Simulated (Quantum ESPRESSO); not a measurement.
```
MnSi
1.0
    4.28470     0.00000     0.00000
    0.00000     4.28470     0.00000
    0.00000     0.00000     4.28470
Mn Si
4 4
Direct
  0.36354   0.13646   0.86354
  0.13646   0.86354   0.36354
  0.86354   0.36354   0.13646
  0.63646   0.63646   0.63646
  0.65422   0.84578   0.15422
  0.84578   0.15422   0.65422
  0.15422   0.65422   0.84578
  0.34578   0.34578   0.34578
```
Moments meant for the start (each program seeds them in its own way; μB, in the order of the atoms Mn Mn Mn Mn Si Si Si Si): 4.0 4.0 4.0 4.0 0.0 0.0 0.0 0.0.

Method of the run: PBE, SSSP 1.1.2 efficiency (PBE) pseudopotentials (plane waves; Quantum ESPRESSO).

The set-up and first iterations of a Quantum ESPRESSO log for MnSi (P2_13, 8 atoms in the cell):

```
     G-vector sticks info
     --------------------
     sticks:   dense  smooth     PW     G-vecs:    dense   smooth      PW
     Sum        2085    1041    293                71711    25413    3911

     bravais-lattice index     =            1
     lattice parameter (alat)  =       8.0969  a.u.
     unit-cell volume          =     530.8333 (a.u.)^3
     number of atoms/cell      =            8
     number of atomic types    =            2
     number of electrons       =        76.00
     number of Kohn-Sham states=           46
     kinetic-energy cutoff     =      50.0000  Ry
     charge density cutoff     =     400.0000  Ry
     scf convergence threshold =      1.0E-10
     mixing beta               =       0.4000
     number of iterations used =            8  plain     mixing
     Exchange-correlation= PBE
                           (   1   4   3   4   0   0   0)

     crystal axes: (cart. coord. in units of alat)
   [... lines left out ...]

     12 Sym. Ops. (no inversion) found ( 9 have fractional translation)

   Cartesian axes

     site n.     atom                  positions (alat units)
         1        Mn     tau(   1) = (   0.3635400   0.1364600   0.8635400  )
         2        Mn     tau(   2) = (   0.1364600   0.8635400   0.3635400  )
         3        Mn     tau(   3) = (   0.8635400   0.3635400   0.1364600  )
         4        Mn     tau(   4) = (   0.6364600   0.6364600   0.6364600  )
         5        Si     tau(   5) = (   0.6542200   0.8457800   0.1542200  )
         6        Si     tau(   6) = (   0.8457800   0.1542200   0.6542200  )
         7        Si     tau(   7) = (   0.1542200   0.6542200   0.8457800  )
         8        Si     tau(   8) = (   0.3457800   0.3457800   0.3457800  )

     number of k points=    11  Fermi-Dirac smearing, width (Ry)=  0.0100
                       cart. coord. in units 2pi/alat
        k(    1) = (   0.0000000   0.0000000   0.0000000), wk =   0.0080000
        k(    2) = (   0.0000000   0.0000000   0.2000000), wk =   0.0480000
        k(    3) = (   0.0000000   0.0000000   0.4000000), wk =   0.0480000
   [... 8 lines left out ...]

     Dense  grid:    71711 G-vectors     FFT dimensions: (  54,  54,  54)

     Smooth grid:    25413 G-vectors     FFT dimensions: (  40,  40,  40)

     Initial potential from superposition of free atoms

     starting charge      73.9974, renormalised to      76.0000
     Self-consistent Calculation

     iteration #  1     ecut=    50.00 Ry     beta= 0.40

     total energy              =    -888.48068969 Ry
     estimated scf accuracy    <       5.93910721 Ry

     total magnetization       =     5.85 Bohr mag/cell
     absolute magnetization    =     7.48 Bohr mag/cell

     iteration #  2     ecut=    50.00 Ry     beta= 0.40

     total energy              =    -889.55875216 Ry
     estimated scf accuracy    <       5.80423230 Ry

     total magnetization       =     6.79 Bohr mag/cell
     absolute magnetization    =     8.49 Bohr mag/cell

     iteration #  3     ecut=    50.00 Ry     beta= 0.40

     total energy              =    -890.52734821 Ry
     estimated scf accuracy    <       0.15600603 Ry

     total magnetization       =     6.47 Bohr mag/cell
     absolute magnetization    =     7.91 Bohr mag/cell
```

Q: Will this run converge, and how will it end?

A: The run converged in 29 iterations. Its thresholds were met; that alone does not show that basis and mesh suffice. It ends on: free energy E − TS -12118.1762 eV; Fermi level (on the code's own zero) 19.07 eV; pressure 46.28 GPa; largest force (vector length) 0.807 eV/Å; size of the cell's spin moment 1.25 μB; site moments (μB, in the program's spheres or projections) Mn 0.30, Mn 0.30, Mn 0.30, Mn 0.30, Si -0.01, Si -0.01, Si -0.01, Si -0.01. The log goes on:

```
   [... 24 blocks of this kind left out ...]

     iteration # 28     ecut=    50.00 Ry     beta= 0.40

     total energy              =    -890.66952292 Ry
   [... lines left out ...]

     total magnetization       =     1.25 Bohr mag/cell
     absolute magnetization    =     1.39 Bohr mag/cell

     iteration # 29     ecut=    50.00 Ry     beta= 0.40

     Magnetic moment per site  (integrated on atomic sphere of radius R)
     atom   1 (R=0.208)  charge= 12.7831  magn=  0.3021
     atom   2 (R=0.208)  charge= 12.7831  magn=  0.3021
     atom   3 (R=0.208)  charge= 12.7831  magn=  0.3021
     atom   4 (R=0.208)  charge= 12.7831  magn=  0.3021
     atom   5 (R=0.208)  charge=  1.5931  magn= -0.0075
     atom   6 (R=0.208)  charge=  1.5931  magn= -0.0075
     atom   7 (R=0.208)  charge=  1.5931  magn= -0.0075
     atom   8 (R=0.208)  charge=  1.5931  magn= -0.0075
     End of self-consistent calculation

     the Fermi energy is    19.0742 ev

!    total energy              =    -890.66952298 Ry
     estimated scf accuracy    <          3.4E-11 Ry
     smearing contrib. (-TS)   =      -0.03149958 Ry
     internal energy E=F+TS    =    -890.63802340 Ry

     total magnetization       =     1.25 Bohr mag/cell
     absolute magnetization    =     1.39 Bohr mag/cell

     convergence has been achieved in  29 iterations

     Forces acting on atoms (cartesian axes, Ry/au):

     atom    1 type  1   force =    -0.01811936    0.01811936   -0.01811936
     atom    2 type  1   force =     0.01811936   -0.01811936   -0.01811936
     atom    3 type  1   force =    -0.01811936   -0.01811936    0.01811936
     atom    4 type  1   force =     0.01811936    0.01811936    0.01811936
     atom    5 type  2   force =    -0.00157283    0.00157283   -0.00157283
     atom    6 type  2   force =     0.00157283   -0.00157283   -0.00157283
   [... lines left out ...]
     atom    8 type  2   force =     0.00157283    0.00157283    0.00157283

     Total force =     0.063003     Total SCF correction =     0.000002

          total   stress  (Ry/bohr**3)                   (kbar)     P=      462.79
   0.00314597   0.00000000   0.00000000          462.79        0.00        0.00
   0.00000000   0.00314597   0.00000000            0.00      462.79        0.00
   0.00000000   0.00000000   0.00314597            0.00        0.00      462.79

   JOB DONE.
```

For comparison: a first run was changed to give this one (lattice scaled by 0.98), and from it to this one the free energy rises by 136 meV/atom, the pressure goes from 25.17 to 46.28 GPa, the largest force goes from 0.473 to 0.807 eV/Å and the size of the net moment goes from 0.32 to 0.16 μB/atom.

The starting cell comes from a database of computed structures (which also holds hypothetical and non-ambient phases and stackings), without a prior relaxation at this level. Its lattice was rescaled by a random factor within 2.5 % of one. For this run, on top of that: lattice scaled by 0.98. The moments shrank to a small part of their start, a low-spin state that need not be the lowest. With a pressure of about 46 GPa the cell is away from its equilibrium volume at this level.

The run was DFT, PBE, plane waves, SSSP 1.1.2 efficiency (PBE) pseudopotentials. Main settings of its input:

- ecutwfc: 50 Ry
- ecutrho: 400 Ry
- occupations: smearing
- smearing: fermi-dirac
- degauss: 0.0099958 Ry
- nspin: 2
- potentials: {Mn: mn_pbe_v1.5.uspp.F.UPF, Si: Si.pbe-n-rrkjus_psl.1.0.0.UPF}
- K_POINTS: automatic 5 5 5 0 0 0
- conv_thr: 1e-10 Ry
- mixing_beta: 0.4
